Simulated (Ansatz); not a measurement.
```xyz
12
Lattice="5.7014 0.0000 0.0000 0.0000 5.7014 0.0000 0.0000 0.0000 7.9301" Properties=species:S:1:pos:R:3 pbc="T T T"
Si     1.8841     1.8841     0.0000
Si     4.7348     0.9666     5.9476
Si     0.9666     4.7348     1.9825
Si     3.8173     3.8173     3.9650
S      1.2185     1.1796     1.8880
S      4.0692     1.6710     4.0596
S      1.6322     4.0303     0.0946
S      4.4829     4.5217     5.8530
S      4.5217     4.4829     2.0771
S      1.6710     4.0692     3.8705
S      4.0303     1.6322     7.8355
S      1.1796     1.2185     6.0421
```

No spin polarisation.

Level of theory: Ansatz (a program for electronic structure) PBEsol, no spin-orbit coupling, earlier PAW set. Settings: 5×5×4 k-points, 0.05 eV Fermi–Dirac smearing.

Q: Estimate the band gap.

A: 2.10 eV.

Q: Predict the valence-band top at Γ (three highest levels, from the VBM).

A: 0.00, -0.52, -0.52 eV.

Stability against distortions was not tested. The cell was made from SiO2 by this change: O → S; the result is a hypothetical phase, not in the database extracts checked.
